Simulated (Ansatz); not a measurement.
Functionals compared on a constructed model of the (100) surface of fcc Ag, a pseudomorphic layer of Os in the host's stacking (bottom of the slab: a bare face, its two planes held), in Ansatz (plane waves, PAW). The structure was relaxed with PBE; the other rows are single points on it. Cutoff 420 eV (500 eV for r2SCAN).

Set-up: 7 atoms, 12.6 Å thick at the start; mesh 13x13x1; 0.1 eV smearing; dipole correction on; 2 atoms held, the rest relaxed; symmetry of the start imposed; no spin, no spin-orbit, no U. It is one candidate, not shown to be the stable structure of the face. These notes are the PBE run's.

```csv
functional,work function of the top face (eV),rough cost of the single point
PBE,5.57,–
RPBE,5.42,around 40 core-seconds (rough)
r2SCAN,5.68,roughly 70 core-seconds
```

Ansatz is a quantum-chemistry and plane-wave program.
